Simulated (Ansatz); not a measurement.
Base system: Sr3SbN in the anti-perovskite structure (space group Pm-3m, No. 221; a = 5.131 Å; a cell from a computed database, its experimental status unchecked). Axes: x, y, z lie along the cube axes.

Levels (all Ansatz, a program for electronic structure, PAW): PBEsol (420 eV, no spin-orbit coupling); HSE06 (420 eV, no SOC).

Its gap is 0.18 eV with PBEsol and 0.92 eV with HSE06.

It is then changed as follows: tensile biaxial strain of 4.76 % in the plane normal to [110], as in epitaxy on a mismatched substrate; the out-of-plane cell vector and the atoms relax.

With PBEsol the gap becomes 0.12 eV.

If the HSE06 correction stayed the same, what would the HSE06 gap be, and what does the HSE06 run give?

A rigid correction of +0.74 eV gives 0.86 eV. The HSE06 run gives 0.84 eV, so the two effects roughly add.

Single points use the geometry relaxed with PBEsol. Spin-orbit coupling, missing from the scalar runs, can matter with Sb. Whether these cells are dynamically stable was not tested. A zero or small gap of Sr3SbN can be the functional's error rather than a property of the material.
